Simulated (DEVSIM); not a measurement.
Device: Si p+/n-/n+ power diode, at 300 K.

```
layer (left to right)  material  thickness (μm)  Nd (cm⁻³)  Na (cm⁻³)  τn (s)  τp (s)
---------------------  --------  --------------  ---------  ---------  ------  ------
1                            Si            1.60          -     2.7e18  5.6e-7  5.6e-7
2                            Si            65.0     1.2e15          -  5.6e-7  5.6e-7
3                            Si            2.30     2.7e18          -  5.6e-7  5.6e-7
```

Left contact: ohmic. Right contact: ohmic. Voltage is applied to the left contact. Recombination: SRH at mid-gap. Mobility is constant in doping. Where it depends on doping, it is μmin + (μ − μmin)/(1 + (N/Nref)^α).

The device is made up for the run: typed textbook-type constants, with dimensions and the other settings drawn at random. Values at 300 K; Nc and Nv go as T^1.5, mobilities as T to minus their exponent, the gap by Varshni's rule with the affinity fixed. The table also holds parameters that only a changed run uses.

```tsv
parameter	Si
gap (eV)	1.124
affinity (eV)	4.05
permittivity	11.7
Nc (cm⁻³)	2.86e19
Nv (cm⁻³)	3.1e19
μn (cm²/Vs)	1417
μp (cm²/Vs)	470
μn,min	52
μp,min	45
Nref,n	9.7e16
Nref,p	2.2e17
αn	0.68
αp	0.72
T exponent of μn	2.3
T exponent of μp	2.2
Cn (cm⁶/s)	2.8e-31
Cp (cm⁶/s)	9.9e-32
Varshni α (eV/K)	0.000473
Varshni β (K)	636
```

Model (solved in DEVSIM): 1D drift-diffusion, Boltzmann statistics, complete ionisation; no tunnelling, impact ionisation, image-force lowering or self-heating.

Base results: dark forward voltage at 100 A/cm² (V) 0.847; potential step across the device at zero bias (V) 1.000; dark forward voltage at 1 A/cm² (V) 0.632.

What follows from this one change: doping Nd of layer 2 1.2e+15 → 3.6e+13 cm^-3?

dark forward voltage at 100 A/cm² little changed (0.847 V); potential step across the device at zero bias little changed (1.000 V); dark forward voltage at 1 A/cm² 0.632 → 0.626 V.

What follows from this one change: temperature 300 → 450 K?

dark forward voltage at 100 A/cm² 0.847 → 0.670 V; potential step across the device at zero bias 1.000 → 0.848 V; dark forward voltage at 1 A/cm² 0.632 → 0.320 V.

What follows from this one change: doping-dependent mobility in place of the constant one?

dark forward voltage at 100 A/cm² 0.847 → 0.859 V; potential step across the device at zero bias little changed (1.000 V); dark forward voltage at 1 A/cm² little changed (0.634 V).
